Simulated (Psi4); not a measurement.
Psi4 1.11, BP86/def2-svpd: Ti(Cl)2(NH2) ([NH2][Ti+]([Cl])[Cl]), charge +1, multiplicity 1, 6 atoms. The geometry is a generated start, not checked to be a minimum at this level.

| Quantity | Value |
|---|---|
| task | energy |
| method | bp86 |
| basis | def2-svpd |
| memory | 3 GB |
| maxiter | 100 |
| keys of the molecule block | symmetry c1 |
| scf_type | df (default) |
| e_convergence | 1e-06 (default) |
| d_convergence | 1e-06 (default) |
| dft_radial_points | 75 (default) |
| dft_spherical_points | 302 (default) |
| basis functions | 124 |
| grid points | 131027 |

```xyz
6

Ti    -0.9870     0.2794     0.0979
Cl    -1.5080    -1.2234    -1.3041
Cl    -0.5860     1.9636    -1.1260
N      0.6519    -0.2285     0.6960
H      1.4429     0.4081     0.8652
H      0.9862    -1.1992     0.7709
```

Charge 1 and multiplicity 1 are set for this test and not shown to be the ground state.

With the defaults (diis_max_vecs = 10, diis = true, scf_initial_accelerator = adiis, damping_percentage = 0, guess = auto, which took SAD, level_shift = 0, level_shift_cutoff = 0.01) it converges in 12 SCF iterations. One run each on 2 threads, with these changes:
- level_shift = 0.1, level_shift_cutoff = 0.001
- guess = huckel
- diis_max_vecs = 20
- guess = gwh
- scf_initial_accelerator = none
- guess = core
- guess = sadno
- diis = false, scf_initial_accelerator = none, damping_percentage = 60
- diis_max_vecs = 3

Problem. Which runs fail or end elsewhere than the default run?

Solution. No convergence: diis_max_vecs = 3; diis = false, scf_initial_accelerator = none, damping_percentage = 60 (the run ends without SCF convergence in 100 iterations). The rest reach the solution of the defaults.

```json
[
 {"setting": "the defaults", "SCF iterations": "12", "end": "same solution"},
 {"setting": "diis_max_vecs = 20", "SCF iterations": "12", "end": "same solution"},
 {"setting": "scf_initial_accelerator = none", "SCF iterations": "12", "end": "same solution"},
 {"setting": "level_shift = 0.1, level_shift_cutoff = 0.001", "SCF iterations": "12", "end": "same solution"},
 {"setting": "guess = huckel", "SCF iterations": "12", "end": "same solution"},
 {"setting": "guess = sadno", "SCF iterations": "14", "end": "same solution"},
 {"setting": "guess = core", "SCF iterations": "15", "end": "same solution"},
 {"setting": "guess = gwh", "SCF iterations": "16", "end": "same solution"},
 {"setting": "diis_max_vecs = 3", "SCF iterations": "100", "end": "no convergence"},
 {"setting": "diis = false, scf_initial_accelerator = none, damping_percentage = 60", "SCF iterations": "100", "end": "no convergence"}
]
```

2 further runs of the study ended by our limits or in an error and are left out.
